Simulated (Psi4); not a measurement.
Psi4 1.11, B3LYP/def2-svp: Cu(F)(CO) ([O+]#[C-]->[Cu][F]), 4 atoms. The geometry is a generated start, not checked to be a minimum at this level.

```json
{
  "task": "energy",
  "method": "b3lyp",
  "basis": "def2-svp",
  "memory": "3 GB",
  "maxiter": "100",
  "keys_of_the_molecule_block": "symmetry c1",
  "scf_type": "df (default)",
  "guess": "auto, which took SAD (default)",
  "scf_initial_accelerator": "adiis (default)",
  "e_convergence": "1e-06 (default)",
  "d_convergence": "1e-06 (default)",
  "dft_radial_points": "75 (default)",
  "dft_spherical_points": "302 (default)",
  "basis_functions": "73",
  "grid_points": "87815"
}
```

```xyz
4

Cu     0.5719     0.1803    -0.4415
F      1.7869     0.5851    -1.4837
O     -1.6156    -0.5204     1.2994
C     -0.7432    -0.2450     0.6257
```

Charge 0 and multiplicity 1 are set for this test and not shown to be the ground state.

One run each on 2 threads. Values of diis_max_vecs tried: 3, 6, 10 (default), 20.

### Question
How does the count of SCF iterations change with diis_max_vecs, and where is it least?

### Answer
Fewest SCF iterations, within one of each other: 6 with 12, 10 (default) with 12, 20 with 12. The count rises to 20 at 3. All converge to one solution.

```
diis_max_vecs  SCF iterations            end
-------------  --------------  -------------
3                          20  same solution
6                          12  same solution
10 (default)               12  same solution
20                         12  same solution
```
